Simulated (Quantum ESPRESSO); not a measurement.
# Effort and miss along a sweep of ecutwfc: Mg3Ti2O7 (Cmc2_1, 24 atoms in the cell)

Cell: a = 9.3149 Å, b = 9.3149 Å, c = 5.3629 Å, α = 90.00°, β = 90.00°, γ = 147.59°.

Level of theory: PBEsol, GBRV 1.5 ultrasoft (PBESOL) pseudopotentials (plane waves; Quantum ESPRESSO).

Base settings: ecutwfc = 50 Ry; ecutrho = 400 Ry; occupations = fixed; K_POINTS = automatic 3 3 3 0 0 0; nbnd = 104; conv_thr = 1e-10 Ry; mixing_beta = 0.4.

Misses are taken against the tightest run, 57 Ry (ecutrho: 400 Ry → 456 Ry), which need not be fully converged itself. The energy is the free energy per atom.

The count of work is k-points × plane waves × bands × iterations; it is no time, and leaves out set-up, grids and terms that scale otherwise. Core times come from one kind of shared machine and are given to one figure; runs under 30 s give none.

The starting cell comes from a database of computed structures (which also holds hypothetical and non-ambient phases and stackings), without a prior relaxation at this level. In the base run, with a pressure of about -5 GPa the cell is away from its equilibrium volume at this level.

| ecutwfc | energy less reference (meV/atom) | pressure less reference (GPa) | largest difference in the force on any atom (eV/Å) | count of work / reference | core time / reference (rough) |
|---|---|---|---|---|---|
| 20 Ry (ecutrho: 400 Ry → 160 Ry) | 3562.64 | -228.12 | 0.909 | 0.20 | 0.2 |
| 25 Ry (ecutrho: 400 Ry → 200 Ry) | 706.81 | -61.63 | 0.123 | 0.29 | 0.3 |
| 30 Ry (ecutrho: 400 Ry → 240 Ry) | 108.62 | -13.09 | 0.034 | 0.36 | 0.4 |
| 35 Ry (ecutrho: 400 Ry → 280 Ry) | 14.77 | -1.67 | 0.006 | 0.51 | 0.5 |
| 40 Ry (ecutrho: 400 Ry → 320 Ry) | 6.25 | 0.14 | 0.004 | 0.55 | 0.6 |
| 45 Ry (ecutrho: 400 Ry → 360 Ry) | 5.29 | 0.01 | 0.002 | 0.66 | 0.8 |
| 50 Ry | 2.82 | -0.12 | 0.001 | 0.82 | 1 |
| 57 Ry (ecutrho: 400 Ry → 456 Ry) | 0.00 | 0.00 | 0.000 | 1.0 | 1 |

Coarsest setting among those run that, with all tighter ones, holds the energy within 20 meV/atom of the reference: 35 Ry (ecutrho: 400 Ry → 280 Ry), off by 15 meV/atom; its saving against the reference is no more than about a factor of 2 in the count of work.

Coarsest setting among those run that, with all tighter ones, holds the energy within 10 meV/atom of the reference: 40 Ry (ecutrho: 400 Ry → 320 Ry), off by 6.3 meV/atom; its saving against the reference is no more than about a factor of 2 in the count of work.

The step from 30 Ry (ecutrho: 400 Ry → 240 Ry) to 50 Ry: it takes the miss in the energy from 110 to 2.8 meV/atom, for 2.3 times the count of work and roughly 3 times the time.
